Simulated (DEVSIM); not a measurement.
Structure: abrupt GaAs p-n junction, at 400 K.

Layer 1 from the left is GaAs, thickness (μm) 0.410, Na (cm⁻³) 4.1e17, τn (s) 1.2e-8, τp (s) 1.2e-8. Layer 2 from the left is GaAs, thickness (μm) 2.20, Nd (cm⁻³) 1.8e15, τn (s) 1.2e-8, τp (s) 1.2e-8.

Left contact: ohmic. Right contact: ohmic. Voltage is applied to the left contact. Recombination: SRH at mid-gap, radiative, Auger. Mobility is μmin + (μ − μmin)/(1 + (N/Nref)^α).

The device is made up for the run: typed textbook-type constants, with dimensions and the other settings drawn at random. Values at 300 K; Nc and Nv go as T^1.5, mobilities as T to minus their exponent, the gap by Varshni's rule with the affinity fixed.

GaAs: gap (eV) 1.424, affinity (eV) 4.07, permittivity 12.9, Nc (cm⁻³) 4.7e17, Nv (cm⁻³) 9e18, μn (cm²/Vs) 8500, μp (cm²/Vs) 400, μn,min 500, μp,min 20, Nref,n 6e16, Nref,p 1.5e17, αn 0.39, αp 0.38, T exponent of μn 2.1, T exponent of μp 2.2, B (cm³/s) 2e-10, Cn (cm⁶/s) 1e-30, Cp (cm⁶/s) 1e-30, Varshni α (eV/K) 0.000541, Varshni β (K) 204.

### Question
Estimate by hand the built-in potential, the peak field at zero bias, the capacitance at -1 V, and compare with a numerical solution.

### Answer

- Built-in potential: ni = √(Nc Nv) exp(−Eg/2kT) = 6.67e9 cm⁻³ with Eg = 1.377 eV; Vbi = kT/q ln(Na Nd/ni²) = 1.049 V; numerical 1.049 V.
- Peak field at zero bias: depletion approximation: W = √(2εVbi/(qN)) = 0.914 μm with N = 1.79e15 cm⁻³; field = 2Vbi/W = 23000 V/cm; numerical 42200 V/cm (estimate below by 46 %).
- Capacitance at -1 V: C = √(qεN / 2(Vbi + |V|)) = 8.95 nF/cm²; numerical 9.19 nF/cm² (estimate below by 2.7 %).

DEVSIM, 1D drift-diffusion, Boltzmann statistics, complete ionisation; no tunnelling, impact ionisation, image-force lowering or self-heating.
